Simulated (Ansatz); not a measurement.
Take Bi2Te3 in the Bi2Te3 type structure (space group R-3m, No. 166; a = 4.315 Å, c = 29.619 Å (hexagonal axes)) as the base.

The values are results of PBEsol-D3(BJ), PAW, 420 eV (Ansatz, a first-principles code; no SOC), not measurements.

One change was made to it. Results:

The band gap stays 0.18 eV; the shortest interatomic distance falls by 0.031 Å (3.035 Å → 3.004 Å); the density increases by 0.46 g/cm³ to 8.81 g/cm³.

### Question
Which of these changes matches the shifts?
(A) pressure 7 GPa
(B) pressure 3 GPa
(C) pressure 15 GPa

### Answer
B, pressure 3 GPa. For comparison, the band gap in the other runs: pressure 15 GPa gives zero; pressure 7 GPa gives zero.

A case with no gap was solved on a k-mesh chosen for an insulator, which is coarse for it. From pressure 15 GPa on, the axis ratios lie over 15 % from the base's, so the cell there is far from its starting form. With Bi and Te present, leaving out spin-orbit coupling can change the band edges. Load acts through the strain it causes; cell and atoms are relaxed under it. No phonon test of stability was made. No other phases were tried under pressure. All final runs are without spin polarisation. A zero or small gap of Bi2Te3 can be the functional's error rather than a property of the material.
